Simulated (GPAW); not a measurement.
# Input and output of a self-consistent single point for TaOs3 (Pm-3m, 4 atoms in the cell) (GPAW)

Method of the run: PBEsol, GPAW PAW datasets PBEsol (made by gpaw-setup) (plane waves; GPAW).

Input as run:

```python
from ase import Atoms
from ase.units import GPa
from gpaw import GPAW

atoms = Atoms(['Ta', 'Os', 'Os', 'Os'],
              cell=[[3.914970, 0.000000, 0.000000],
                    [0.000000, 3.914970, 0.000000],
                    [0.000000, 0.000000, 3.914970]],
              positions=[[0.000000, 0.000000, 0.000000],
                         [0.000000, 1.957485, 1.957485],
                         [1.957485, 0.000000, 1.957485],
                         [1.957485, 1.957485, 0.000000]],
              pbc=True)

calc = GPAW(mode={'name': 'pw', 'ecut': 550},
            xc='PBEsol',
            kpts=(7, 7, 7),
            occupations={'name': 'fermi-dirac', 'width': 0.1},
            nbands=-8,
            convergence={'density': 1e-05},
            symmetry={'symmorphic': False, 'tolerance': 0.0005},
            maxiter=120)

atoms.calc = calc

energy = atoms.get_potential_energy()
print('Energy (eV):', round(energy, 6))
forces = atoms.get_forces()
print('Forces (eV/Ang):')
print(forces.round(5))
stress = atoms.get_stress()
print('Stress (GPa, Voigt):', (stress / GPa).round(4))
```

The program printed (abridged):

```
Input parameters:
  convergence: {density: 1e-05}
  kpts: [7 7 7]
  maxiter: 120
  mode: {ecut: 550,
         name: pw}
  nbands: -8
  occupations: {name: fermi-dirac,
                width: 0.1}
  symmetry: {symmorphic: False,
             tolerance: 0.0005}
  xc: PBEsol

species:
  Ta:
    name: Tantalum
    Z: 73.0
    valence: 13
    core: 60
    charge: 0.0
    file: Ta.PBEsol.gz

    # Using partial waves for Ta as LCAO basis

  Os:
    name: Osmium
    Z: 76.0
    valence: 14
    core: 62
    charge: 0.0
    file: Os.PBEsol.gz

    # Using partial waves for Os as LCAO basis

Reference energy: -1830415.319131  # eV

Spin-paired calculation

Convergence criteria:
 Maximum [total energy] change in last 3 cyles: 0.0005 eV / valence electron
 Maximum integral of absolute [dens]ity change: 1e-05 electrons / valence electron
 Maximum integral of absolute [eigenst]ate change: 4e-08 eV^2 / valence electron
 Maximum number of scf [iter]ations: 120

Symmetries present (total): 48
Symmetries with fractional translations: 0
343 k-points: 7 x 7 x 7 Monkhorst-Pack grid
20 k-points in the irreducible part of the Brillouin zone
       k-points in crystal coordinates                weights
   0:     0.00000000    0.00000000    0.00000000          1/343
   1:     0.14285714    0.00000000    0.00000000          6/343
   2:     0.14285714    0.14285714    0.00000000         12/343
   [... 7 lines left out ...]
          ...
  19:     0.42857143    0.42857143    0.42857143          8/343

Wave functions: Plane wave expansion
  Cutoff energy: 550.000 eV
  Number of coefficients (min, max): 1742, 1791
  Pulay-stress correction: 0.000000 eV/Ang^3 (de/decut=0.000000)

Occupation numbers: Fermi-Dirac:
  width: 0.1000  # eV

Eigensolver

Densities:
  Coarse grid: 24*24*24 grid
  Fine grid: 48*48*48 grid
  Total Charge: 0.000000

Density mixing:
  Method: separate
  Backend: pulay
  Linear mixing parameter: 0.05
  old densities: 5
  Damping of long wavelength oscillations: 50

Hamiltonian:
  XC and Coulomb potentials evaluated on a 48*48*48 grid
  External potential:
    NoExternalPotential

XC parameters: PBEsol with 2 nearest neighbor stencil

Number of atoms: 4
Number of atomic orbitals: 49
Number of bands in calculation: 35
Number of valence electrons: 55
Bands to converge: occupied

Density initialized from atomic densities
  35 bands from LCAO basis set

Atomic positions and initial magnetic moments

Positions:
   0 Ta     0.000000    0.000000    0.000000    ( 0.0000,  0.0000,  0.0000)
   1 Os     0.000000    1.957485    1.957485    ( 0.0000,  0.0000,  0.0000)
   2 Os     1.957485    0.000000    1.957485    ( 0.0000,  0.0000,  0.0000)
   3 Os     1.957485    1.957485    0.000000    ( 0.0000,  0.0000,  0.0000)

Unit cell:
           periodic     x           y           z      points  spacing
  1. axis:    yes    3.914970    0.000000    0.000000    24     0.1631
  2. axis:    yes    0.000000    3.914970    0.000000    24     0.1631
  3. axis:    yes    0.000000    0.000000    3.914970    24     0.1631

  Lengths:   3.914970   3.914970   3.914970
  Angles:   90.000000  90.000000  90.000000

Effective grid spacing dv^(1/3) = 0.1631

     iter     time        total  log10-change:
                         energy   eigst   dens
iter:   1 --:--:--   -48.194849
iter:   2 --:--:--   -48.207492   -0.68  -1.38
iter:   3 --:--:--   -47.518009   -1.02  -1.38
iter:   4 --:--:--   -47.740698   -1.32  -1.89
iter:   5 --:--:--   -47.619928   -2.32  -1.88
iter:   6 --:--:--   -47.601180   -2.64  -2.04
iter:   7 --:--:--   -47.566147   -2.06  -2.16
iter:   8 --:--:--   -47.565141   -3.15  -2.79
iter:   9 --:--:--   -47.564427c  -3.79  -2.87
iter:  10 --:--:--   -47.562630c  -3.76  -2.82
iter:  11 --:--:--   -47.563490c  -4.31  -3.28
iter:  12 --:--:--   -47.562830c  -4.17  -2.83
iter:  13 --:--:--   -47.562830c  -4.54  -3.39
iter:  14 --:--:--   -47.562820c  -5.28  -3.67
iter:  15 --:--:--   -47.562693c  -5.39  -3.71
iter:  16 --:--:--   -47.562687c  -6.04  -3.84
iter:  17 --:--:--   -47.562682c  -5.96  -4.24
iter:  18 --:--:--   -47.562682c  -6.95  -4.43
iter:  19 --:--:--   -47.562684c  -7.74c -4.46
iter:  20 --:--:--   -47.562689c  -7.03  -4.54
iter:  21 --:--:--   -47.562690c  -8.35c -4.78
iter:  22 --:--:--   -47.562690c  -8.09c -4.95
iter:  23 --:--:--   -47.562689c  -9.14c -5.17c

Converged after 23 iterations.

Dipole moment: (0.000000, -0.000000, -0.000000) |e|*Ang

Energy contributions relative to reference atoms: (reference = -1830415.319131)

Kinetic:         +7.166926
Potential:      -11.582163
External:        +0.000000
XC:             -42.297490
Entropy (-ST):   -0.126045
Local:           -0.786940
SIC:             +0.000000
--------------------------
Free energy:    -47.625712
Extrapolated:   -47.562689

Showing only first 2 kpts
 Kpt  Band  Eigenvalues  Occupancy
  0    25     16.65904    0.00000
  0    26     16.98527    0.00000
  0    27     16.98527    0.00000
  0    28     16.98527    0.00000

  1    25     15.29777    0.00001
  1    26     15.29777    0.00001
  1    27     15.86026    0.00000
  1    28     16.27119    0.00000

Fermi level: 14.08450

No gap
No difference between direct/indirect transitions
Energy (eV): -47.562689

Forces in eV/Ang:
  0 Ta   -0.00000    0.00000   -0.00000
  1 Os   -0.00000    0.00000    0.00000
  2 Os    0.00000   -0.00000    0.00000
  3 Os    0.00000    0.00000   -0.00000

Stress tensor:
     0.045801    -0.000000     0.000000
    -0.000000     0.045801     0.000000
     0.000000     0.000000     0.045801
Stress (GPa, Voigt): [ 7.3381  7.3381  7.3381  0.      0.     -0.    ]
```

The run converged in 23 iterations. GPAW prints stress with tension positive.

The starting cell comes from a database of computed structures (which also holds hypothetical and non-ambient phases and stackings), without a prior relaxation at this level. Spin-orbit coupling is off. Spin polarisation is off. With a pressure of about -7 GPa the cell is away from its equilibrium volume at this level.

Cost on one core of a shared machine: roughly 40 s.
